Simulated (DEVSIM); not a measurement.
Structure: abrupt Si n-p junction, at 250 K.

| layer (left to right) | material | thickness (μm) | Nd (cm⁻³) | Na (cm⁻³) | τn (s) | τp (s) |
|---|---|---|---|---|---|---|
| 1 | Si | 0.110 | 7.5e15 | - | 0.00025 | 0.00025 |
| 2 | Si | 2.80 | - | 1.3e15 | 0.00025 | 0.00025 |

Left contact: ohmic. Right contact: ohmic. Voltage is applied to the left contact. Recombination: SRH at mid-gap, Auger. Mobility is μmin + (μ − μmin)/(1 + (N/Nref)^α).

This is a model device: material constants are rounded textbook-type values typed into the input, and sizes, dopings and lifetimes were drawn at random. Values at 300 K; Nc and Nv go as T^1.5, mobilities as T to minus their exponent, the gap by Varshni's rule with the affinity fixed.

```tsv
parameter	Si
gap (eV)	1.124
affinity (eV)	4.05
permittivity	11.7
Nc (cm⁻³)	2.86e19
Nv (cm⁻³)	3.1e19
μn (cm²/Vs)	1417
μp (cm²/Vs)	470
μn,min	52
μp,min	45
Nref,n	9.7e16
Nref,p	2.2e17
αn	0.68
αp	0.72
T exponent of μn	2.3
T exponent of μp	2.2
Cn (cm⁶/s)	2.8e-31
Cp (cm⁶/s)	9.9e-32
Varshni α (eV/K)	0.000473
Varshni β (K)	636
```

DEVSIM, 1D drift-diffusion, Boltzmann statistics, complete ionisation; no tunnelling, impact ionisation, image-force lowering or self-heating.

Task: Tabulate band edges, carrier densities and field at -0.9 V on the left contact.

Result: Energies count from the Fermi level of the right contact; mesh points crowd at the junctions.

```csv
x (μm),Ec (eV),Ev (eV),n (cm⁻³),p (cm⁻³),field (V/cm)
0.000,1.072,-0.064,7.5e15,< 1e2,230
0.01362,1.072,-0.064,7.3e15,9.4e13,260
0.03145,1.073,-0.063,7.1e15,2.2e14,390
0.05481,1.074,-0.062,6.5e15,4.0e14,750
0.08333,1.077,-0.059,5.5e15,6.8e14,1600
0.1000,1.081,-0.056,4.7e15,9.2e14,2400
0.1131,1.084,-0.052,3.9e15,1.2e15,2900
0.1379,1.090,-0.047,2.9e15,1.7e15,1600
0.1703,1.093,-0.043,2.3e15,2.3e15,690
0.2227,1.095,-0.041,2.0e15,2.8e15,-32
0.3074,1.093,-0.044,1.8e15,3.0e15,-380
0.5070,1.083,-0.053,1.7e15,3.0e15,-470
0.7675,1.071,-0.065,1.7e15,3.0e15,-490
1.189,1.050,-0.086,1.6e15,2.9e15,-520
1.942,1.008,-0.128,1.2e15,2.5e15,-610
2.321,0.983,-0.153,9.5e14,2.2e15,-720
2.570,0.963,-0.173,6.9e14,1.9e15,-890
2.709,0.950,-0.187,5.0e14,1.7e15,-1100
2.816,0.937,-0.199,2.9e14,1.5e15,-1200
2.861,0.931,-0.205,1.7e14,1.4e15,-1300
2.889,0.928,-0.208,8.0e13,1.3e15,-1300
2.910,0.925,-0.211,< 1e2,1.3e15,-1400
```
